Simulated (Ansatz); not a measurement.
The parent structure is Os in the hcp (Mg type) structure (space group P6_3/mmc, No. 194; relaxed with 0.1 eV smearing).

```
Os
1.0
    2.72903     0.00000     0.00000
   -1.36451     2.36341     0.00000
    0.00000     0.00000     4.30906
Os
2
Cartesian
  1.36451   0.78780   3.23180
  0.00000   1.57560   1.07727
```

Cartesian axes are those of the cell as printed.

All numbers come from PBEsol in Ansatz (plane waves to 420 eV, PAW, without spin-orbit coupling).

Strains are applied to the cell and any free atomic positions relax.

One change was made to it. Results:

| quantity | base | after |
|---|---|---|
| energy relative to the base (free energy F) | 0 meV/atom | +0.9 meV/atom |
| band gap | zero | zero |

**Question.** Which change produced these results?
(A) uniaxial strain ε_zz = −2.50 %
(B) uniaxial strain ε_zz = +0.50 %
(C) uniaxial strain ε_zz = +1.50 %
(D) uniaxial strain ε_zz = +2.00 %

**Answer.** B, uniaxial strain ε_zz = +0.50 %. For comparison, the energy relative to the base in the other runs: uniaxial strain ε_zz = +1.50 % gives +8.3 meV/atom; uniaxial strain ε_zz = +2.00 % gives +14 meV/atom; uniaxial strain ε_zz = −2.50 % gives +25 meV/atom.

Stability against distortions was not tested. The final runs are not spin-polarised.

Ansatz is a first-principles code.
